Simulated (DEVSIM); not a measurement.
Structure: illuminated Si p-on-n cell, one wavelength, with a back-surface field, at 300 K.

Layer 1 from the left is Si, thickness (μm) 0.480, Na (cm⁻³) 8.8e18, τn (s) 8.3e-6, τp (s) 4.2e-5, absorption coefficient (cm⁻¹) 6100. Layer 2 from the left is Si, thickness (μm) 46.0, Nd (cm⁻³) 9.4e16, τn (s) 0.00016, τp (s) 0.00016, absorption coefficient (cm⁻¹) 6100. Layer 3 from the left is Si, thickness (μm) 0.510, Nd (cm⁻³) 1.5e18, τn (s) 0.00016, τp (s) 0.00016, absorption coefficient (cm⁻¹) 6100.

Left contact: ohmic, minority electron recombination velocity 8e6 cm/s. Right contact: ohmic, minority hole recombination velocity 50000 cm/s. Voltage is applied to the left contact. Recombination: SRH at mid-gap, radiative, Auger. Light enters at the left, 1.7e16 photons cm⁻² s⁻¹, one pass, no reflection. Mobility is μmin + (μ − μmin)/(1 + (N/Nref)^α).

This is a model device: material constants are rounded textbook-type values typed into the input, and sizes, dopings and lifetimes were drawn at random. Values at 300 K.

Si: gap (eV) 1.124, affinity (eV) 4.05, permittivity 11.7, Nc (cm⁻³) 2.86e19, Nv (cm⁻³) 3.1e19, μn (cm²/Vs) 1417, μp (cm²/Vs) 470, μn,min 52, μp,min 45, Nref,n 9.7e16, Nref,p 2.2e17, αn 0.68, αp 0.72, B (cm³/s) 4.7e-15, Cn (cm⁶/s) 2.8e-31, Cp (cm⁶/s) 9.9e-32.

DEVSIM, 1D drift-diffusion, Boltzmann statistics, complete ionisation; no tunnelling, impact ionisation, image-force lowering or self-heating.

### Question
What does the simulation give for the open-circuit voltage, the share of generated pairs collected at short circuit, the potential step across the device at zero bias, the short-circuit current?

### Answer
open-circuit voltage 0.588 V; share of generated pairs collected at short circuit 0.856; potential step across the device at zero bias 1.015 V; short-circuit current 2.33 mA/cm².
